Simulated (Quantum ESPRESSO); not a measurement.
# Effort and miss along a sweep of ecutwfc: NiTe₈Mo₆ (P1, 15 atoms in the cell)

Cell: a = 7.2358 Å, b = 7.2643 Å, c = 7.3193 Å, α = 91.22°, β = 95.46°, γ = 90.05°.

Computed with PBEsol, GBRV 1.5 ultrasoft (PBESOL) pseudopotentials (plane waves; Quantum ESPRESSO 7.5).

Base settings: ecutwfc = 50 Ry; ecutrho = 400 Ry; occupations = smearing; smearing = marzari-vanderbilt; degauss = 0.0036749 Ry; potentials = {Ni: ni_pbesol_v1.4.uspp.F.UPF, Te: te_pbesol_v1.uspp.F.UPF, Mo: mo_pbesol_v1.uspp.F.UPF}; K_POINTS = automatic 3 3 3 0 0 0; conv_thr = 1e-11 Ry; mixing_beta = 0.3.

Misses are taken against the tightest run, 50 Ry, which need not be fully converged itself. The energy is the free energy per atom.

The count of work is k-points × plane waves × bands × iterations; it is no time, and leaves out set-up, grids and terms that scale otherwise. Core times come from one kind of shared machine and are given to one figure; runs under 30 s give none.

The starting cell comes from a database of computed structures (which also holds hypothetical and non-ambient phases and stackings), without a prior relaxation at this level. Its lattice was rescaled by a random factor within 2.5 % of one. Spin polarisation is off, so a magnetic state, if there is one, cannot be reached. In the base run, with a pressure of about -7 GPa the cell is away from its equilibrium volume at this level.

| ecutwfc | energy less reference (meV/atom) | pressure less reference (GPa) | largest difference in the force on any atom (eV/Å) | count of work / reference | core time / reference (rough) |
|---|---|---|---|---|---|
| 20 Ry (ecutrho: 400 Ry → 160 Ry) | 3403.75 | -82.83 | 0.178 | 0.26 | 0.2 |
| 25 Ry (ecutrho: 400 Ry → 200 Ry) | 791.11 | -24.74 | 0.056 | 0.37 | 0.3 |
| 30 Ry (ecutrho: 400 Ry → 240 Ry) | 161.29 | -6.65 | 0.026 | 0.45 | 0.5 |
| 35 Ry (ecutrho: 400 Ry → 280 Ry) | 28.95 | -1.32 | 0.008 | 0.59 | 0.6 |
| 50 Ry | 0.00 | 0.00 | 0.000 | 1.0 | 1 |

The last two settings still differ by 29 meV/atom, so the table cannot show that the reference is converged.

Smallest miss in the energy for at most 0.5 times the reference's count of work: 30 Ry (ecutrho: 400 Ry → 240 Ry), with a miss of 160 meV/atom at a count of 0.45.

The step from 20 Ry (ecutrho: 400 Ry → 160 Ry) to 35 Ry (ecutrho: 400 Ry → 280 Ry): it takes the miss in the energy from 3400 to 29 meV/atom, for 2.2 times the count of work and roughly 3 times the time.
